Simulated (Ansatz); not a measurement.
# Effect of uniaxial stress, 2 GPa tension along x on hypothetical P4_2/mnm ZnS

Consider ZnS (space group P4_2/mnm, No. 136; a = 6.518 Å, c = 3.808 Å; a hypothetical phase, not in the database extracts checked). Axes: x, y, z lie along a, b, c of the conventional cell.

Now apply this change: uniaxial stress, 2 GPa tension along x, with the cell and atoms free to relax against it.

Level of theory: Kohn–Sham DFT with the PBEsol functional, run in Ansatz (a first-principles code) with PAW and 420 eV plane waves, no spin-orbit coupling. Γ-centred 5×5×9 mesh, Fermi–Dirac width 0.05 eV.

Volume per atom: 20.34 Å³ (base 20.22 Å³)
Shortest interatomic distance: 2.300 Å (base 2.294 Å)
Energy relative to the base (free energy F): +4.0 meV/atom
Band gap: 2.16 eV (base 2.24 eV)
Gap character: direct at Γ (base direct at Γ)
Electron mass: 0.20 mₑ along y, 0.17 mₑ across (at Γ) (base 0.17 mₑ along c, 0.19 mₑ across (at Γ))
Valence-band top at Γ (three highest levels, from the VBM): 0.00, -0.02, -0.11 eV (base 0.00, 0.00, -0.01 eV)
Strain response (xx, yy, zz): (+3.58, −2.12, −0.79) %
Secant Young's modulus along x: 56 GPa
Mean lateral Poisson ratio: 0.41

Masses are band curvatures over ±0.01 Å⁻¹ around the edge. Beyond what the load breaks, stability against distortions was not tested. Labels are those of the standard path for the cell's own space group.
